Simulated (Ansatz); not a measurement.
The reference is CdTe in the rock salt structure (space group Fm-3m, No. 225; a = 6.000 Å; relaxed with 0.1 eV smearing). Axes: x, y, z lie along the cube axes.

Method: PBEsol (Ansatz, a first-principles code), no spin-orbit coupling.

Base values:

| Property | Value |
|---|---|
| Band gap | zero |

Modification: the cell is stretched by 5.32 % along y with no lateral relaxation; the atoms relax in the strained cell.

### Question
Predict the new band gap, stress and energy relative to the base.

### Answer
The band gap is still zero; the stress (xx, yy, zz, yz, xz, xy; compression positive) comes out as (-1.5, -3.8, -1.5, 0.0, 0.0, 0.0) GPa; the energy rises by 19 meV/atom.

Stability against distortions was not tested. The final runs are not spin-polarised. This is not the structure that CdTe has at room temperature and ambient pressure.
